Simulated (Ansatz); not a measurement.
Start from CdGeAs$_{2}$ in the chalcopyrite structure (space group I-42d, No. 122; a = 5.942 Å, c = 11.312 Å). Axes: x, y, z lie along a, b, c of the conventional cell.

Computed with PBEsol, PAW, 420 eV (Ansatz, a first-principles code; spin-orbit coupling left out).

Before the change:

* **Volume per atom**: 24.96 Å³
* **Pressure**: 0.00 GPa

One thing is altered: biaxial strain +0.75 %, plane normal [001], relaxed out of plane (Cartesian); in-plane vectors clamped, the third vector and the atoms free.

Problem. What happens to the volume per atom, energy relative to the base and pressure?

Solution. The volume per atom rises by 0.145 Å³, from 24.96 Å³ to 25.11 Å³; the energy goes up by 0.7 meV/atom; the pressure (mean of the normal stresses, compression positive) goes from zero to -0.38 GPa.

No phonon test of stability was made.
